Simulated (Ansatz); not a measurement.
The reference is Li in the bcc (W type) structure (space group Im-3m, No. 229).

```xyz
1
Lattice="-1.7387 1.7387 1.7387 1.7387 -1.7387 1.7387 1.7387 1.7387 -1.7387" Properties=species:S:1:pos:R:3 pbc="T T T"
Li     0.0000     0.0000     0.0000
```

Method: Ansatz (a program for electronic structure), r2SCAN, PAW, cutoff 500 eV, scalar-relativistic without spin-orbit coupling.

Base values:

| Item | Value |
|---|---|
| Volume per atom | 21.03 Å³ |

Modification: B takes the place of Li on all its sites, then cell and atoms are relaxed.

Tabulated Pauling electronegativity and covalent radius: Li 0.98, 1.28 Å; B 2.04, 0.84 Å.

Task: Estimate the effect on the volume per atom.

Result: The volume per atom falls by 14.992 Å³ to 6.03 Å³.

No phonon test of stability was made. As relaxed here, B is a hypothetical phase, not in the database extracts checked.
